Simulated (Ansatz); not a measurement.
**Evanescent states of SiC (P6_3mc, 8 atoms a cell, 10.3 Å³ an atom) along the normal of (100)**

Level of theory: r2SCAN (plane waves, PAW; Ansatz, a first-principles code).

No gap correction and no spin-orbit coupling; mid-gap is the computed energy nearest the middle.

Energies count from the valence-band top; κ is the least over a 10×4 mesh across the current.

```
E (eV)  κ (1/Å)  where
------  -------  -----
0.07      0.071      Γ
0.20      0.121      Γ
0.33      0.154      Γ
0.46      0.181      Γ
0.58      0.203      Γ
0.71      0.222      Γ
0.84      0.239      Γ
0.97      0.254      Γ
1.10      0.252  off Γ
1.24      0.245  off Γ
1.36      0.237  off Γ
1.50      0.229  off Γ
1.62      0.220  off Γ
1.75      0.210  off Γ
1.89      0.198  off Γ
2.02      0.185  off Γ
2.15      0.171  off Γ
2.27      0.153  off Γ
2.40      0.123  off Γ
2.54      0.072  off Γ
```

Task: How thick must the barrier be to attenuate the transmission by 10^4 when the electrodes' Fermi level lies at 1.36 eV, and what attenuation does that film give at 1.24 eV?

Result: d = 4 ln 10 / (2 × 0.237) = 19.4 Å. At 1.24 eV it gives 4 × 0.245/0.237 = 4.1 decades.
